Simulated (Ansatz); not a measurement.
The starting structures come from a database of crystals and need not be the phases stable at ambient conditions.

By PBEsol, the system below comes out a metal.

Given:

```yaml
crystal:
  lattice:
    - [4.04154, 0.00000, 0.00000]
    - [-2.02077, 3.50007, 0.00000]
    - [2.02077, 1.16669, 1.64995]
  atoms:
    - { symbol: Si, position: [0.00000, 0.50000, 0.50000] }
    - { symbol: Ru, position: [0.00000, 0.00000, 0.00000] }
```

The cell is strained (all lengths scaled by 0.98); by PBEsol it stands under a pressure of 17.0 GPa.

The current flows along the normal of the first two printed cell vectors, the (111) plane of the conventional cell. No spin-orbit coupling; the value is a mean over 0.1 eV about the Fermi level.

Problem. State the ballistic conductance per area according to PBEsol run with Ansatz (an electronic-structure program).

Solution. 0.45 × 10¹⁵ S/m² for both spins.
